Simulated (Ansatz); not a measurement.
Amorphous In9Ga9Zn9O38Si, 66 atoms at 5.44 g/cm³, one PBE-relaxed geometry, zone centre. Methods: PBE, scalar-relativistic without spin-orbit coupling (Ansatz, a program for electronic structure); r2SCAN, scalar-relativistic without spin-orbit coupling (Ansatz); HSE06, scalar-relativistic without spin-orbit coupling (Ansatz). Plane waves to 420 eV (r2SCAN 500 eV); exact exchange is cut at the cell's faces. All rungs ran without spin polarisation.

Preparation: random packing, a CHGNet melt and quench, and a DFT relaxation. O atoms were pushed apart under 1.9 Å during the dynamics, to hinder bonds among them. The hot cell started wider than the set density and was brought back towards it in steps. It is the lowest in DFT energy of 2 quenches. It is a model cell: composition and starting density were chosen by hand, and all elements were melted together. No dispersion term was used. Its density started from a set value of 5.71 and ended at 5.44 g/cm³. The quench (nominally 320 K/ps over its main leg) was far faster than any real one, so the model tends to hold more defects than a real film. Values belong to this one cell and scatter from quench to quench. Volume and shape were free in the relaxation.

The relaxation ran on the zone centre alone. At PBE the gap is 0.92 eV on a 2×2×2 Γ-centred mesh, and the spacing at the zone centre alone 0.91 eV.

What zone-centre spacing does r2SCAN give, roughly?

1.36 eV (+0.45 eV against PBE).

What zone-centre spacing does HSE06 give, roughly?

2.51 eV (+1.60 eV against PBE).

The highest filled and the lowest empty state spread over these numbers of atoms (participation numbers): PBE: 16.8 and 57.5; r2SCAN: 17.0 and 56.4; HSE06: 17.2 and 55.9.
